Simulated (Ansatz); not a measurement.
An Ansatz (a first-principles code) run: BaLiF3 with a change (pressure 10 GPa); PBEsol (Ansatz), no spin-orbit coupling.

Input:

Ansatz 0.2 input:
```yaml
crystal:
  lattice:
    - [3.8551932668, 0, 0]
    - [0, 3.8551932668, 0]
    - [0, 0, 3.8551932668]
  atoms:
    - { symbol: Ba, position: [0, 0, 0] }
    - { symbol: Li, position: [0.5, 0.5, 0.5] }
    - { symbol: F, position: [0, 0.5, 0.5] }
    - { symbol: F, position: [0.5, 0, 0.5] }
    - { symbol: F, position: [0.5, 0.5, 0] }
basis: { ecutwfc: 420, ecutrho_ratio: 4, xc_grid: 2, fft_grid_basis: typed }
kpoints: { mp_grid: { grid: [8, 8, 8] } }
hamiltonian:
  xc: pbesol
  dispersion: none
  pseudopotentials: { kind: paw }
scf: { occupations: { method: fermi_dirac, width: 0.05 } }
relax: { f_tol: 0.01, max_steps: 60, cell: { stress_tol: 0.02, p_target: 10 } }
output: { forces: true, stress: true }
checkpoint: { write: state.ck, write_every: 1000 }
```

Output (explanatory and most iteration lines left out):

```
Relaxation: its limit of steps is 60 (relax.max_steps)
Pseudopotential: Ba, paw, valence charge 10
Pseudopotential: Li, paw, valence charge 3
Pseudopotential: F, paw, valence charge 7
Crystal: 5 atoms, lattice volume = 57.298 Å³
Basis set: ecut = 420 eV, 1141 PW (Γ), exchange–correlation on 54×54×54 points (8 copies of the dense FFT grid, shifted against one another)
Bands: 22, of which v1, the nominal top of the filled ones, is band 17 counted from 1 (16 counted from 0)
Symmetry: 48 space group operations
Space group: Pm-3m (ITA 221), of the structure as read, at distance tolerance 3.9e-5 Å
k-points: 35 of 512
Functional: x = pbesol(κ = 0.804, μ = 0.12345679012345678), c = pbesol(β = 0.046)
SCF iter   1: F=—  HF=-8476.091701 eV  |F-HF|=—  |Δ(HF+E_count)|=         —  Δρ=1.53e-2  dr2=8.27e-2  ethr=1.77e-3  ⟨swp⟩=9.9  Hψ=5028  notcnv=0
SCF iter   2: F=—  HF=-8476.065312 eV  |F-HF|=—  |Δ(HF+E_count)|=   2.64e-2  Δρ=2.36e-3  dr2=1.16e-3  ethr=2.43e-4  ⟨swp⟩=2.5  Hψ=1723  notcnv=0  defer=34
SCF 1 converged in 6 iterations: F = -8476.065834 eV  dr2 = 2.68e-8
relax step   1: F+E_penalty+E_count = -8476.06583379 eV  Δ(F+E_penalty+E_count) = +0.000e0 eV  max|allowed force component| = 2.138e-29 eV/Å  Δτ_max = 0.0000 Å  P = +7.490 GPa  Ω = 57.298 Å³  (6 SCF iters, dr2 threshold 1.00e-7 eV, accepted)
[... steps on the carried basis left out ...]
relax step   6: F+E_penalty+E_count = -8476.00045070 eV  Δ(F+E_penalty+E_count) = +4.888e-4 eV  max|allowed force component| = 1.021e-29 eV/Å  Δτ_max = 0.0000 Å  P = +9.988 GPa  Ω = 56.094 Å³  stress off target by 1.16e-2 GPa  SCF on the basis re-selected at this cell (its energy is not comparable with the rows above)  (6 SCF iters)
SCF converged after 6 iterations
Free energy (F): -8476.000451 eV
Internal energy: -8476.000451 eV  (E = F + TS)
E sigma→0 (E₀):  -8476.000451 eV
Fermi energy:    9.720262 eV
--- Forces (eV/Å), atoms counted from 1 ---
  atom   1  Ba     0.00000000     0.00000000    -0.00000000
  atom   2  Li     0.00000000     0.00000000     0.00000000
  atom   3  F     -0.00000000     0.00000000    -0.00000000
  atom   4  F      0.00000000    -0.00000000     0.00000000
  atom   5  F     -0.00000000    -0.00000000     0.00000000
--- Stress (GPa, compression-positive) ---
        9.988416       0.000000       0.000000
        0.000000       9.988416       0.000000
        0.000000       0.000000       9.988416
  P = ⅓ Tr σ = 9.9884 GPa (99.884 kbar)
--- Relaxed structure (4 steps of the walk, 4 accepted, 2 SCFs on fresh bases) ---
  cell:  # Å, volume = 56.0945 Å³
    - [3.8280124224043584, -3.5258561221464237e-34, -9.62964972193618e-35]
    - [-3.5258561221464237e-34, 3.8280124224043584, 0.0]
    - [-3.209883240645393e-35, 0.0, 3.8280124224043584]
  atoms:
    - { symbol: Ba, position: [-3.018221381529493e-36, -4.163063974330064e-37, 2.5498766843105447e-36] }
    - { symbol: Li, position: [0.5, 0.5, 0.5] }
    - { symbol: F, position: [4.7875235705601336e-36, 0.5, 0.5] }
    - { symbol: F, position: [0.5, -1.977455387836729e-36, 0.5] }
    - { symbol: F, position: [0.5, 0.5, -8.326127948765535e-37] }
```

Load acts through the strain it causes; cell and atoms are relaxed under it. Stability against distortions was not tested. No other phases were tried under pressure. The cell was made from BaLiF3 in the cubic perovskite structure (space group Pm-3m, No. 221; a cell from a computed database, its experimental status unchecked) by this change: pressure 10 GPa. Many cubic perovskites are stable only at high temperature; tilts and polar distortions were not tested.
